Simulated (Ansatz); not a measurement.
The reference is TlBr in the CsCl type structure (space group Pm-3m, No. 221; a = 3.8395 Å). Axes: x, y, z lie along the cube axes.

Level of theory: Kohn–Sham DFT with the LDA functional, run in Ansatz (a quantum-chemistry and plane-wave program) with PAW and 420 eV plane waves, spin-orbit coupling left out.

Before the change:

| Item | Value |
|---|---|
| Band gap | 1.37 eV |
| Hole mass | 0.16 mₑ along k, 0.39 mₑ across (at X) |
| Volume per atom | 28.30 Å³ |

The change: compressive biaxial strain of 1.50 % in the plane normal to [001], as in epitaxy on a mismatched substrate; the out-of-plane cell vector and the atoms relax.

### Question
What happens to the in-plane stress?

### Answer
The mean in-plane stress (compression positive) is +0.8 GPa.

### Question
Predict the new band gap.

### Answer
The band gap decreases by 0.183 eV, from 1.37 eV to 1.18 eV.

### Question
Predict the new hole mass.

### Answer
The hole mass goes from 0.16 mₑ along k, 0.39 mₑ across (at X) to 0.15 mₑ along k, 0.39 mₑ across (at X).

### Question
What does the calculation give for the volume per atom after the change?

### Answer
The volume per atom drops by 0.42 Å³ to 27.88 Å³.

Spin-orbit coupling, missing from the scalar runs, can matter with Tl. Effective masses come from finite differences of ±0.01 Å⁻¹. Along k means along the line from Γ to the band edge. Stability against distortions was not tested.
